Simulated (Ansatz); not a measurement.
A self-consistent single point of ReTc (P3m1, 2 atoms in the cell) with Ansatz (a program for electronic structure).

Method of the run: PBEsol, default PAW files made with PBE (plane waves; Ansatz).

The change in words: lattice scaled by 0.98; kpoints.mp_grid.grid: 14 14 8 → 22 22 12. Reference geometry:
```
CELL_PARAMETERS angstrom
      2.74105     0.00000     0.00000
     -1.37053     2.37382     0.00000
      0.00000     0.00000     4.42695
ATOMIC_POSITIONS crystal
  Tc 0.66667 0.33333 0.01129
  Re 0.00000 0.00000 0.50000
```

Reference input (self-consistent single point, DFT, PBEsol, plane waves, default PAW files made with PBE): basis.ecutwfc = 500 eV; kpoints.mp_grid.grid = 14 14 8; hamiltonian.xc = pbesol; hamiltonian.pseudopotentials = {kind: paw} (the program's default PAW files); scf.occupations.method = fermi_dirac; scf.occupations.width = 0.1 eV. This run's input differs from it in these lines:

Ansatz 0.2 input:
```diff
@@ -2,8 +2,8 @@
   lattice:
-    - [2.741052, 0.000000, 0.000000]
-    - [-1.370526, 2.373821, 0.000000]
-    - [0.000000, 0.000000, 4.426949]
+    - [2.686231, 0.000000, 0.000000]
+    - [-1.343115, 2.326345, 0.000000]
+    - [0.000000, 0.000000, 4.338410]
   atoms:
-    - { symbol: Tc, position_ang: [1.370527, 0.791273, 0.049998] }
-    - { symbol: Re, position_ang: [0.000000, 0.000000, 2.213474] }
+    - { symbol: Tc, position_ang: [1.343117, 0.775448, 0.048998] }
+    - { symbol: Re, position_ang: [0.000000, 0.000000, 2.169205] }
 basis:
@@ -11,3 +11,3 @@
 kpoints:
-  mp_grid: { grid: [14, 14, 8] }
+  mp_grid: { grid: [22, 22, 12] }
 hamiltonian:
```

The program printed (abridged):

```
SCF iter   1: F=—  HF=-16075.494339 eV  |F-HF|=—  |Δ(HF+E_count)|=         —  Δρ=7.70e-2  dr2=3.07e0  ethr=3.10e-3  ⟨swp⟩=5.0  Hψ=43230  notcnv=0
all-band conjugate gradients solve this SCF's bands
preconditioner: auto → none
SCF iter   2: F=—  HF=-16075.178877 eV  |F-HF|=—  |Δ(HF+E_count)|=   3.15e-1  Δρ=5.72e-2  dr2=2.15e0  ethr=3.10e-3  ⟨swp⟩=2.0  Hψ=17110  notcnv=0
   [... lines left out ...]
SCF iter   6: F=—  HF=-16074.875274 eV  |F-HF|=—  |Δ(HF+E_count)|=   6.00e-4  Δρ=7.51e-4  dr2=4.38e-4  ethr=9.69e-6  ⟨swp⟩=2.0  Hψ=14099  notcnv=0
SCF iter   7: F=—  HF=-16074.875177 eV  |F-HF|=—  |Δ(HF+E_count)|=   9.77e-5  Δρ=1.64e-4  dr2=1.80e-5  ethr=1.46e-6  ⟨swp⟩=2.0  Hψ=14658  notcnv=0
SCF iter   8: F=—  HF=-16074.875167 eV  |F-HF|=—  |Δ(HF+E_count)|=   9.84e-6  Δρ=1.91e-5  dr2=2.04e-7  ethr=6.00e-8  ⟨swp⟩=2.0  Hψ=14759  notcnv=0
SCF iter   9: F=-16074.875167 eV  HF=-16074.875167 eV  |F-HF|=4.78e-10  |Δ(HF+E_count)|=   3.21e-8  Δρ=1.78e-6  dr2=6.91e-10  ethr=3.33e-10  ⟨swp⟩=5.1  Hψ=46129  notcnv=0
SCF 1 converged in 9 iterations: F = -16074.875167 eV  dr2 = 6.91e-10
Free energy (F): -16074.875167 eV
Internal energy: -16074.823298 eV  (E = F + TS)
E sigma→0 (E₀):  -16074.849232 eV
Entropy (-TS):   -0.051869 eV (-25.934 meV/atom)
Fermi energy:    24.939150 eV
--- Forces (eV/Å), atoms counted from 1 ---
  atom   1  Tc     0.00000000    -0.00000000    -0.30750181
  atom   2  Re    -0.00000000     0.00000000     0.30748940
--- Stress (GPa, compression-positive) ---
       22.345682       0.000000      -0.000000
        0.000000      22.345682       0.000000
       -0.000000       0.000000      20.592637
  P = ⅓ Tr σ = 21.7613 GPa (217.613 kbar)
  The stress holds the Pulay correction. Without it, at fixed plane waves, as pw.x and ABINIT print it: P = 21.7267 GPa
```

The run converged in 9 iterations. Against the reference run the free energy goes up by 47.0 meV/atom, the pressure goes from -2.35 to 21.76 GPa and the largest force goes from 0.142 to 0.308 eV/Å.

The starting cell comes from a database of computed structures (which also holds hypothetical and non-ambient phases and stackings), without a prior relaxation at this level. Its lattice was rescaled by up to half a per cent. One atom was moved a little off its site on purpose. For this run, on top of that: lattice scaled by 0.98. Spin polarisation is off. With a pressure of about 22 GPa the cell is away from its equilibrium volume at this level. Ansatz's pressure includes its estimate of the finite-basis (Pulay) stress.

Cost on one core of a shared machine: roughly 40 s.
